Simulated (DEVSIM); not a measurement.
Structure: abrupt In0.53Ga0.47As p-n junction, at 250 K.

| layer (left to right) | material | thickness (μm) | Nd (cm⁻³) | Na (cm⁻³) | τn (s) | τp (s) |
|---|---|---|---|---|---|---|
| 1 | In0.53Ga0.47As | 4.50 | - | 4.1e15 | 6.2e-9 | 6.2e-9 |
| 2 | In0.53Ga0.47As | 1.10 | 1.9e14 | - | 6.2e-9 | 6.2e-9 |

Left contact: ohmic. Right contact: ohmic. Voltage is applied to the left contact. Recombination: SRH at mid-gap, Auger. Mobility is constant in doping.

The device is made up for the run: typed textbook-type constants, with dimensions and the other settings drawn at random. Values at 300 K; Nc and Nv go as T^1.5, mobilities as T to minus their exponent, the gap by Varshni's rule with the affinity fixed.

```tsv
parameter	In0.53Ga0.47As
gap (eV)	0.74
affinity (eV)	4.51
permittivity	13.9
Nc (cm⁻³)	2.1e17
Nv (cm⁻³)	7.7e18
μn (cm²/Vs)	12000
μp (cm²/Vs)	300
T exponent of μn	1.6
T exponent of μp	1.6
Cn (cm⁶/s)	5e-29
Cp (cm⁶/s)	5e-29
Varshni α (eV/K)	0.00035
Varshni β (K)	190
```

Simulated with DEVSIM: 1D drift-diffusion, Boltzmann statistics, complete ionisation; no tunnelling, impact ionisation, image-force lowering or self-heating.

The doping Nd of layer 2 was swept, all else fixed.

```json
[
 {"doping Nd of layer 2 (cm^-3)": "5.7e12", "potential step across the device at zero bias (V)": "0.377", "dark forward voltage at 1 A/cm² (V)": "0.278", "dark forward voltage at 100 A/cm² (V)": "0.640", "largest field in the device at zero bias (V/cm)": "3900"},
 {"doping Nd of layer 2 (cm^-3)": "1.9e13", "potential step across the device at zero bias (V)": "0.403", "dark forward voltage at 1 A/cm² (V)": "0.302", "dark forward voltage at 100 A/cm² (V)": "0.542", "largest field in the device at zero bias (V/cm)": "4100"},
 {"doping Nd of layer 2 (cm^-3)": "5.7e13", "potential step across the device at zero bias (V)": "0.427", "dark forward voltage at 1 A/cm² (V)": "0.327", "dark forward voltage at 100 A/cm² (V)": "0.522", "largest field in the device at zero bias (V/cm)": "4500"},
 {"doping Nd of layer 2 (cm^-3)": "1.9e14", "potential step across the device at zero bias (V)": "0.453", "dark forward voltage at 1 A/cm² (V)": "0.351", "dark forward voltage at 100 A/cm² (V)": "0.511", "largest field in the device at zero bias (V/cm)": "5300"},
 {"doping Nd of layer 2 (cm^-3)": "5.7e14", "potential step across the device at zero bias (V)": "0.477", "dark forward voltage at 1 A/cm² (V)": "0.369", "dark forward voltage at 100 A/cm² (V)": "0.504", "largest field in the device at zero bias (V/cm)": "7600"},
 {"doping Nd of layer 2 (cm^-3)": "1.9e15", "potential step across the device at zero bias (V)": "0.503", "dark forward voltage at 1 A/cm² (V)": "0.378", "dark forward voltage at 100 A/cm² (V)": "0.497", "largest field in the device at zero bias (V/cm)": "12000"},
 {"doping Nd of layer 2 (cm^-3)": "5.7e15", "potential step across the device at zero bias (V)": "0.526", "dark forward voltage at 1 A/cm² (V)": "0.382", "dark forward voltage at 100 A/cm² (V)": "0.493", "largest field in the device at zero bias (V/cm)": "17000"}
]
```

From the first row to the last the potential step across the device at zero bias goes from 0.377 to 0.526. From the first row to the last the dark forward voltage at 1 A/cm² goes from 0.278 to 0.382.
